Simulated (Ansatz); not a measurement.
# ZnS (model structure, started from the NiAs type, P6₃/mmc, No. 194, 4 atoms in the cell)

Level of theory: LDA (Ansatz, a first-principles code, PAW).

Settings: plane-wave cutoff 520 eV, 12×12×8 k mesh (along the axes of the cell as run), Fermi–Dirac smearing 0.01 eV, scalar-relativistic PAW data made under PBE.

Cell (relaxed at this level):

```cif
data_S2Zn2
_chemical_formula_sum 'Zn2 S2'
_space_group_name_H-M_alt 'P63/mmc'
_space_group_IT_number 194
_space_group_name_Hall '-P 6c 2c'
_cell_length_a 3.53044
_cell_length_b 3.53044
_cell_length_c 5.75087
_cell_angle_alpha 90.000
_cell_angle_beta 90.000
_cell_angle_gamma 120.000
loop_
_atom_site_label
_atom_site_type_symbol
_atom_site_symmetry_multiplicity
_atom_site_Wyckoff_symbol
_atom_site_fract_x
_atom_site_fract_y
_atom_site_fract_z
_atom_site_occupancy
Zn1 Zn 2 a 0.00000 0.00000 0.00000 1
S1 S 2 c 0.33333 0.66667 0.25000 1
```

For ZnS (model structure, started from the NiAs type, P6₃/mmc, No. 194, 4 atoms in the cell), the band gap comes out as 0.13 eV (indirect) and the smallest direct gap on the k points sampled is 1.87 eV.

Note: the relaxation could raise the start's symmetry but not lower it, so the cell can be a saddle point.

Computing time: roughly 14 core-seconds.

A model structure was made by putting elements into a prototype or built by hand; it is no filed structure, need not be a known phase, and can be a saddle point held by its symmetry.
